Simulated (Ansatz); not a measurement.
BP (model structure, started from the GeS type, Pnma, No. 62, 8 atoms in the cell), treated with r²SCAN (Ansatz, a first-principles code, plane waves, PAW).

Settings: plane-wave cutoff 560 eV, 8×18×16 k mesh (along the axes of the cell as run), Fermi–Dirac smearing 0.05 eV, scalar-relativistic PAW data made under PBE.

Cell (relaxed at this level):

BP is taken in the orthorhombic space group Pnma (No. 62), Pearson symbol oP8. Conventional cell: a = 6.2644 Å, b = 3.2271 Å, c = 5.3754 Å, α = 90.00°, β = 90.00°, γ = 90.00°. B on 4c is coordinated by 4 P at 1.919–2.027 Å. P on 4c has 4 B at 1.919–2.027 Å. (Neighbours: up to the widest gap in distance over summed covalent radii, below 1.35, at either atom.)

What does this level give for the band gap and smallest direct gap on the k points sampled?


* **band gap**: 0.80 eV (indirect)
* **smallest direct gap on the k points sampled**: 1.21 eV

Note: the relaxation could raise the start's symmetry but not lower it, so the cell can be a saddle point.

Computed values are for the static lattice.

A model structure was made by putting elements into a prototype or built by hand; it is no filed structure, need not be a known phase, and can be a saddle point held by its symmetry.
